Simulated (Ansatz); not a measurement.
Co on the 1x1 (110) surface of bcc Ta, one in a 2x2 cell, energies for each (31.2 Å²). Energies are against an atom of hcp Co, ferromagnetic, without zero-point or thermal terms; each row is named by its start. No converged result for: 2 more starts.

Computed with PBE (plane waves to 420 eV, PAW; Ansatz, a program for electronic structure).

Model: 17-atom slab, 6.8 Å thick at the start under the adsorbate (thin: gaps and levels are the slab's own), 5x5x1 mesh, Fermi-Dirac 0.1 eV, dipole correction, 8 atoms held, the rest relaxed; each run with such symmetry as its start has; spin-polarised, no spin-orbit, no U, no dispersion correction.

A negative adsorption energy means that the adsorbate is more stable on the surface than in its reference. Heights count from the host atoms within 0.3 Å of the top one.

| starting site | E_ads (eV) | height (Å) | nearest host atom (Å) | bonded to | Δ work function (eV) | lateral drift (Å) | moment (μB) |
|---|---|---|---|---|---|---|---|
| bridge Ta-Ta (span 2.9 Å) | 0.78 | (withheld) | Ta 2.34 | 4 Ta | -0.65 | 0.0 | 0.9 |
| bridge Ta-Ta (span 3.3 Å) | 0.12 | (withheld) | Ta 2.40 | 4 Ta | -0.53 | 0.0 | 0.0 |

Q: Some entries are withheld; supply them.

A: 
- bridge Ta-Ta (span 2.9 Å), height (Å): 1.78
- bridge Ta-Ta (span 3.3 Å), height (Å): 1.62
